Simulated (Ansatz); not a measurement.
The parent structure is ZnS in the zinc blende structure (space group F-43m, No. 216; a = 5.443 Å).

(Cell as relaxed with PBE.)

Levels (all Ansatz, a program for electronic structure, PAW, earlier PAW set): PBE (420 eV, without spin-orbit coupling); r2SCAN (500 eV, no spin-orbit coupling).

Each level relaxes its own structure.

```tsv
base	PBE	r2SCAN
volume per atom	20.16 Å³	19.58 Å³
lattice parameter a	544.3 pm	539.0 pm
band gap	2.01 eV	2.70 eV
```

One thing is altered: the cell is scaled by 1.0241 in all directions, atoms relaxed at fixed cell.

| quantity | PBE | r2SCAN |
|---|---|---|
| shift of the gap caused by the change | -0.30 eV | … |
| energy relative to the base (free energy F) | +21 meV/atom | … |
| mean gap deformation potential ΔEg/Δln V | -4.2 eV | … |
| pressure | -4.23 GPa | … |
| electron mass | 0.15 mₑ (at Γ) | … |

Given the PBE results, estimate those of r2SCAN.


- shift of the gap caused by the change, r2SCAN: -0.32 eV
- energy relative to the base (free energy F), r2SCAN: +23 meV/atom
- mean gap deformation potential ΔEg/Δln V, r2SCAN: -4.5 eV
- pressure, r2SCAN: -4.79 GPa
- electron mass, r2SCAN: 0.18 mₑ (at Γ)

PBE's shift of the gap caused by the change lies 0.02 eV above r2SCAN's; PBE's energy relative to the base lies 2.1 meV/atom below r2SCAN's; PBE's mean gap deformation potential ΔEg/Δln V lies 0.3 eV above r2SCAN's; PBE's pressure lies 0.56 GPa above r2SCAN's. Neither level is exact; r2SCAN is the comparison here, not a measurement.

The cells carry an imposed strain or load. Effective masses come from finite differences of ±0.01 Å⁻¹. No phonon test of stability was made.
